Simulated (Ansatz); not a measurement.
Base system: Bi$_{2}$Se$_{3}$ in the Bi2Te3 type structure (space group R-3m, No. 166; a = 4.144 Å, c = 28.448 Å (hexagonal axes)). Axes: x lies along a and z along c of the hexagonal cell.

The values are results of PBE-D3(BJ) (Ansatz, a program for electronic structure, PAW, no SOC), not measurements.

Now apply this change: the cell is compressed by 1.00 % along z with no lateral relaxation; the atoms relax in the strained cell.

Predict the stress tensor and what it implies for the stiffness.

Stress of the strained cell less that of the base (GPa, compression positive):
```
   0.26    0.00    0.00
   0.00    0.26    0.00
   0.00    0.00    0.48
```

Then −Δσ_ii/ε with ε = -0.0100 gives relaxed-ion elastic constants: C33 ≈ 48 GPa, C13 ≈ 26 GPa and C23 ≈ 26 GPa.

Stability against distortions was not tested.
